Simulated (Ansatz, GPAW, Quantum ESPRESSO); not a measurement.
One structure in several programs: CsRbMg₆ (Amm2, 8 atoms in the cell)

Self-consistent single point.

```xyz
8
Lattice="5.5493 0.0000 0.0000 0.0000 3.1857 8.3618 0.0000 -3.1857 8.3618" Properties=species:S:1:pos:R:3 pbc="T T T"
Cs     2.7746     0.0000    11.4630
Rb     2.7746     0.0000     3.0823
Mg     2.7746     1.5997     7.1162
Mg     2.7746    -1.5997     7.1162
Mg     0.0000     1.6159     8.7931
Mg     0.0000    -1.6159     8.7931
Mg     0.0000     0.0000     6.0461
Mg     0.0000     0.0000    14.4841
```

Shared settings, as Ansatz (an electronic-structure program) writes them: kpoints.mp_grid.grid = 3 3 3; scf.occupations.method = gaussian; scf.occupations.width = 0.0073 Ry. Potentials and cutoffs stand in the table.

| code | model | pressure (GPa) | largest force (eV/Å) | cutoff |
|---|---|---|---|---|
| GPAW | LDA (Perdew-Wang 92), GPAW PAW datasets LDA (gpaw-data 1.0.1) | -1.48 | 0.062 | 850 eV |
| Quantum ESPRESSO | LDA (PZ), GBRV 1.5 ultrasoft (LDA) pseudopotentials | -1.52 | 0.061 | 40 Ry |
| Ansatz | LDA (PW92), PAW files made with PBE | -1.50 | 0.061 | default |

Size of the force on each atom (eV/Å): Sizes of forces hide their directions.

| code | Cs1 | Rb2 | Mg3 | Mg4 | Mg5 | Mg6 | Mg7 | Mg8 |
|---|---|---|---|---|---|---|---|---|
| GPAW | 0.009 | 0.024 | 0.019 | 0.019 | 0.062 | 0.062 | 0.049 | 0.004 |
| Quantum ESPRESSO | 0.011 | 0.022 | 0.019 | 0.019 | 0.061 | 0.061 | 0.051 | 0.002 |
| Ansatz | 0.011 | 0.022 | 0.019 | 0.019 | 0.061 | 0.061 | 0.051 | 0.002 |

The spread over the programs that give each value: pressure within 0.04 GPa; largest force within 0.001 eV/Å.

Ansatz's pressure is given at a fixed set of plane waves, as the other plane-wave codes print theirs. The same LDA comes in different parametrisations, which differ slightly.

The shared mesh is coarse (it stands for a supercell whose shortest vector is 17 Å), so the values are not converged in it.

The starting cell comes from a database of computed structures (which also holds hypothetical and non-ambient phases and stackings), without a prior relaxation at this level.

Left out of this page: CP2K (unsound by tests on forces, stress, charge or solver warnings).

Keys are those of Ansatz 0.2.
